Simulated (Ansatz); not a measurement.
**Competing hops of interstitial Ag in monoclinic ZrO2, charge state +1**

Defect: interstitial Ag in monoclinic ZrO2, charge state +1. Level of theory: PBE, PAW (plane waves to 420 eV; Ansatz, an electronic-structure program).

96-site cell at the relaxed PBE lattice, the Γ point alone, smearing 0.01 eV, spin-restricted, no finite-size correction. Static, classical nuclei. The charge state is imposed; whether it is stable for some Fermi level was not computed. Sites that were not tried may lie lower.

Barriers: single points on a 2×2×2 k-point mesh shifted by half a step at the bands' geometries.

| Route | Start site over the lowest site run (eV) | Hop (Å) | Forward barrier (eV) | Backward barrier (eV) | Neighbours at the start | Neighbours at the saddle | Saddle order | Forward, on the band's own sampling (eV) |
|---|---|---|---|---|---|---|---|---|
| a direct jump of one Ag atom | 0.00 | 1.57 | 0.29 | 0.29 | 2 O at 2.15, O at 2.23, O at 2.43, O at 2.48, O at 2.64; Zr at 2.63, Zr at 2.70 Å | 2 O at 2.21, 2 O at 2.23, 2 O at 2.71; 2 Zr at 2.60 Å | first order | 0.29 |

Paths come from nudged elastic bands with a climbing image.   A further band (a concerted move, in which Ag travels most, 3.47 Å) gave 2.47 eV forward on its own sampling, 2.47 eV above the lowest site run, but a shoulder points to a second hump between its images, so it is not taken as a result.

The whole set of runs took about 2.9 core-hours (a rough figure).
